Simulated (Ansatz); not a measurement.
# Response to strain in WSe2

The parent structure is WSe$_{2}$ in the 2H-MoS2 type structure (space group P6_3/mmc, No. 194; a = 3.279 Å, c = 12.786 Å; layered, stacked along the Cartesian z axis). Axes: x lies along a and z along c of the hexagonal cell.

Strains are applied to the cell and any free atomic positions relax; under biaxial strain the out-of-plane vector relaxes too; under stress the whole cell relaxes.

Levels (all Ansatz, a first-principles code, PAW): PBE-D3(BJ) (420 eV, without spin-orbit coupling); r2SCAN+rVV10 (500 eV, no spin-orbit coupling).

The base cell above is that of PBE-D3(BJ); each level relaxes its own structures.

| case | band gap, PBE-D3(BJ) | band gap, r2SCAN+rVV10 |
|---|---|---|
| biaxial strain −4.25 %, plane normal [001], relaxed out of plane | 0.76 eV | 1.09 eV |
| biaxial strain −1.83 %, plane normal [001], relaxed out of plane | 0.90 eV | [?] |
| biaxial strain −1.55 %, plane normal [001], relaxed out of plane | 0.90 eV | 1.18 eV |
| biaxial strain −0.64 %, plane normal [001], relaxed out of plane | 0.88 eV | 1.14 eV |
| isotropic strain +1.22 % | 0.94 eV | [?] |
| isotropic strain +1.90 % | 0.97 eV | 1.07 eV |
| uniaxial strain ε_zz = −1.06 % | 0.82 eV | [?] |
| uniaxial stress, 0.5 GPa tension along z | 0.91 eV | [?] |

Question: Complete the table.

Answer: 
- biaxial strain −1.83 %, plane normal [001], relaxed out of plane, band gap, r2SCAN+rVV10: 1.19 eV
- isotropic strain +1.22 %, band gap, r2SCAN+rVV10: 1.16 eV
- uniaxial strain ε_zz = −1.06 %, band gap, r2SCAN+rVV10: 1.07 eV
- uniaxial stress, 0.5 GPa tension along z, band gap, r2SCAN+rVV10: 1.18 eV

PBE-D3(BJ) lies below r2SCAN+rVV10 in every row, by 0.10 eV to 0.33 eV. They disagree on the order of isotropic strain +1.22 % and biaxial strain −1.83 %, plane normal [001], relaxed out of plane and of 8 more pairs.

With W present, leaving out spin-orbit coupling can change the band edges. Stability under load was not tested beyond the relaxation.
